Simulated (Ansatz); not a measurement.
## Os on the Cu site (fcc Cu host)

Level of theory: PBE, PAW (plane waves to 420 eV; Ansatz, a first-principles code). Details: 32-site cell; 6×6×6 shifted k-points; start: the Cu site; no Hubbard U; not converged in cell size; the relaxation kept the symmetry of the starting site.

Neighbours after relaxation, in Å: of the Os atom: Cu 2.59, Cu 2.59, Cu 2.59, Cu 2.59, Cu 2.59, Cu 2.59, Cu 2.59, Cu 2.59 (the shell may go on).

Formation energies E_f are those of the neutral cell. Chemical conditions: host crystal and elements as references (Δμ(Cu) = 0.00 eV, Δμ(Os) = 0.00 eV; Os taken from its element, since no compound that bounds it was computed at this level; only phases computed here count, gases as isolated molecules at 0 K). Reference phases: Cu: fcc Cu, Os: hcp Os.

```json
[
 {"charge": "0", "moment (μB)": "not spin-polarised", "point group": "Oh", "largest move off a lattice site (Å)": "0.02", "E_f, host crystal and elements as references (eV)": "1.50"}
]
```

Point groups are those of the whole cell at tolerances of 0.03 and 0.1 Å ("near" where only the looser one holds); none is given for unsettled states.

All states together cost around 8 core-minutes (rough).
